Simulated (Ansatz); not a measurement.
## MgS: pressure −1 GPa

The reference is MgS in the rock salt structure (space group Fm-3m, No. 225; a = 5.182 Å).

Perturbation: hydrostatic tension (pressure −1 GPa).

Level of theory: PBEsol, PAW, 420 eV (Ansatz, a program for electronic structure; no spin-orbit coupling). Γ-centred 11×11×11 mesh, Fermi–Dirac width 0.05 eV.

```json
[
 {"quantity": "volume per atom", "base": "17.39 Å³", "changed": "17.62 Å³", "shift": "+0.23 Å³"},
 {"quantity": "density", "base": "2.69 g/cm³", "changed": "2.66 g/cm³", "shift": "-0.035 g/cm³"},
 {"quantity": "lattice parameter a", "base": "5.182 Å", "changed": "5.205 Å", "shift": "+0.023 Å"},
 {"quantity": "shortest interatomic distance", "base": "2.591 Å", "changed": "2.602 Å", "shift": "+0.011 Å"},
 {"quantity": "enthalpy H = E + PV relative to the base's energy", "base": "–", "changed": "-0.11 eV/atom", "shift": "–"},
 {"quantity": "band gap", "base": "2.73 eV", "changed": "2.70 eV", "shift": "-0.03 eV"},
 {"quantity": "gap character", "base": "indirect, Γ → X", "changed": "indirect, Γ → X", "shift": "–"},
 {"quantity": "width of the top valence band", "base": "2.43 eV", "changed": "2.39 eV", "shift": "-0.04 eV"},
 {"quantity": "electron mass", "base": "0.53 mₑ along k, 0.29 mₑ across (at X)", "changed": "0.53 mₑ along k, 0.29 mₑ across (at X)", "shift": "–"},
 {"quantity": "hole mass (degenerate bands, along [100])", "base": "0.25, 0.92, 0.92 mₑ (at Γ)", "changed": "0.24, 0.93, 0.93 mₑ (at Γ)", "shift": "–"},
 {"quantity": "valley order (the lowest conduction-band minima on the path, energy above the VBM, named in the base's zone)", "base": "X along ⟨100⟩ 2.73 eV; Γ 3.69 eV", "changed": "X along ⟨100⟩ 2.70 eV; Γ 3.59 eV", "shift": "–"}
]
```

Load acts through the strain it causes; cell and atoms are relaxed under it. Effective masses come from finite differences of ±0.01 Å⁻¹. Along k means along the line from Γ to the band edge. No phonon test of stability was made.
